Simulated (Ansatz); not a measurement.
Bond-angle distributions (per cent of the angles at each element, bins of 10°) of a relaxed model of amorphous Ti$_{20}$O$_{41}$Li$_{2}$ at 3.56 g/cm³. Level of theory: PBE, scalar-relativistic without spin-orbit coupling (plane waves to 420 eV, PAW; Ansatz, a program for electronic structure).

A CHGNet melt-quench gave the starting glass, which DFT then relaxed. O atoms were pushed apart under 1.9 Å during the dynamics, to hinder bonds among them. The hot cell started wider than the set density and was brought back towards it in steps. It is the lowest in DFT energy of 2 quenches. It is a model cell: composition and starting density were chosen by hand, and all elements were melted together. No dispersion term was used. Its density started from a set value of 3.56 and ended at 3.56 g/cm³. Cooling (nominally 240 K/ps over its main leg) ran many orders faster than in experiment, which tends to leave more defects and strain. Values belong to this one cell and scatter from quench to quench. The volume was held where the preparation left it and the shape relaxed, at a PBE pressure of -0.9 GPa (tension). Stress components on the final sampling reach 1.0 GPa. On a 2×2×2 Γ-centred mesh force components of up to 0.14 eV/Å stay, since the relaxation ran on the zone centre alone.

Neighbours within Ti-Ti 3.12 Å, Ti-O 2.58 Å, Ti-Li 2.99 Å, O-O 1.58 Å, O-Li 2.33 Å, Li-Li 2.86 Å count as bonded. Two cations that share two anions don't count as bonded, nor two that share one unless they lie closer than Ti-Ti 3.04 Å, Ti-Li 2.91 Å, Li-Li 2.78 Å.

```json
[
 {"angle (°)": "50-60", "at Ti": "0", "at O": "0"},
 {"angle (°)": "60-70", "at Ti": "1", "at O": "0"},
 {"angle (°)": "70-80", "at Ti": "15", "at O": "0"},
 {"angle (°)": "80-90", "at Ti": "19", "at O": "4"},
 {"angle (°)": "90-100", "at Ti": "23", "at O": "21"},
 {"angle (°)": "100-110", "at Ti": "11", "at O": "18"},
 {"angle (°)": "110-120", "at Ti": "6", "at O": "12"},
 {"angle (°)": "120-130", "at Ti": "4", "at O": "16"},
 {"angle (°)": "130-140", "at Ti": "4", "at O": "16"},
 {"angle (°)": "140-150", "at Ti": "5", "at O": "8"},
 {"angle (°)": "150-160", "at Ti": "4", "at O": "4"},
 {"angle (°)": "160-170", "at Ti": "7", "at O": "1"},
 {"angle (°)": "170-180", "at Ti": "1", "at O": "1"}
]
```

They go with these counts of neighbours within the cut-offs, cation contacts included: Ti mean 5.5, most often 6; O mean 2.9, most often 3.
